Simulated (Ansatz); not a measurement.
BeTe (F-43m) under hydrostatic pressure: electron conductivity mass by PBEsol with spin-orbit coupling, rigid bands (plane waves, PAW; Ansatz, a first-principles code). The unloaded cell, whose axes the loads refer to:

```
CELL_PARAMETERS angstrom
      0.00000     2.80237     2.80237
      2.80237     0.00000     2.80237
      2.80237     2.80237     0.00000
ATOMIC_POSITIONS crystal
  Be 0.00000 0.00000 0.00000
  Te 0.75000 0.75000 0.75000
```

```tsv
hydrostatic pressure (GPa)	volume per atom (Å³)	electron conductivity mass (mₑ)
-2	22.80	0.373
0	22.01	0.363
2	21.33	0.355
5	20.48	0.345
10	19.36	?
```

Fit a straight line to ln(electron conductivity mass) against the load over the rows given, and predict the row at 10 GPa.

The means are x̄ = 1.250 GPa and ȳ = -1.0248; Σ(x − x̄)(y − ȳ) = -0.2958 and Σ(x − x̄)² = 26.75, so the slope is -1.11 % per GPa, and the rows given lie within 0.27 % of the line. At 10 GPa the line gives 0.326 mₑ; the calculation gives 0.331 mₑ, 1.6 % from it.

Masses are for dilute carriers at 300 K, harmonic means over directions unless an axis is named. Stresses and pressures are the targets of the relaxation. The structure type is held at every load. Geometry: cell and atoms relaxed with PBEsol.
